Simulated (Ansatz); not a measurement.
**Li$_{2}$Si (space group R-3m, No. 166; a cell from a computed database, its experimental status unchecked)**

```cif
data_Li4Si2
_chemical_formula_sum 'Li4 Si2'
_space_group_name_H-M_alt 'P 1'
_space_group_IT_number 1
_cell_length_a 6.60448
_cell_length_b 6.60448
_cell_length_c 6.60448
_cell_angle_alpha 38.040
_cell_angle_beta 38.040
_cell_angle_gamma 38.040
loop_
_space_group_symop_operation_xyz
  'x, y, z'
loop_
_atom_site_label
_atom_site_type_symbol
_atom_site_fract_x
_atom_site_fract_y
_atom_site_fract_z
_atom_site_occupancy
Li1 Li 0.35514 0.35514 0.35514 1
Li2 Li 0.64486 0.64486 0.64486 1
Li3 Li 0.79478 0.79478 0.79478 1
Li4 Li 0.20522 0.20522 0.20522 1
Si1 Si 0.06190 0.06190 0.06190 1
Si2 Si 0.93810 0.93810 0.93810 1
```

Calculations: DFT with PBEsol, PAW potentials and a 420 eV plane-wave cutoff in Ansatz (a first-principles code), no SOC. k-mesh 13×13×13 (Γ-centred); smearing 0.05 eV (Fermi–Dirac).

| Item | Result |
|---|---|
| Volume per atom | 16.37 Å³ |
| Density | 1.42 g/cm³ |
| Band gap | zero |
| Total energy | -342.717 eV/atom (σ→0; compares only within this code and set-up) |

Whether these cells are dynamically stable was not tested. The final runs are not spin-polarised.
